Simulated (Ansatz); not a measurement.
System: Al₂O₃ (R-3, No. 148, 10 atoms in the cell; start mp-754624; a measured phase of this formula has another space group). Method: r²SCAN (Ansatz, an electronic-structure program, plane waves, PAW).

Run with plane-wave cutoff 560 eV, 8×8×8 k mesh, Fermi–Dirac smearing 0.01 eV, scalar-relativistic PAW data made under PBE.

Cell (relaxed with PBEsol):

```
CELL_PARAMETERS angstrom
      2.40720     1.38980     4.48167
     -2.40720     1.38980     4.48167
      0.00000    -2.77960     4.48167
ATOMIC_POSITIONS crystal
  Al 0.00000 0.00000 0.00000
  Al 0.50000 0.50000 0.50000
  Al 0.30672 0.30672 0.30672
  Al 0.69328 0.69328 0.69328
  O  0.27919 0.89163 0.60429
  O  0.72081 0.10837 0.39571
  O  0.89163 0.60429 0.27919
  O  0.10837 0.39571 0.72081
  O  0.60429 0.27919 0.89163
  O  0.39571 0.72081 0.10837
```

Q: Predict the band gap and smallest direct gap on the k points sampled.

A: 
band gap: 6.79 eV
smallest direct gap on the k points sampled: 6.81 eV

Note: cell and atoms aren't relaxed at this level (largest force component 0.11 eV/Å, pressure -2.1 GPa).

The computed numbers hold no vibrational or temperature effects.

Computing time: very roughly 40 core-seconds.

A start named mp-… is a Materials Project structure, which need not be a measured phase.
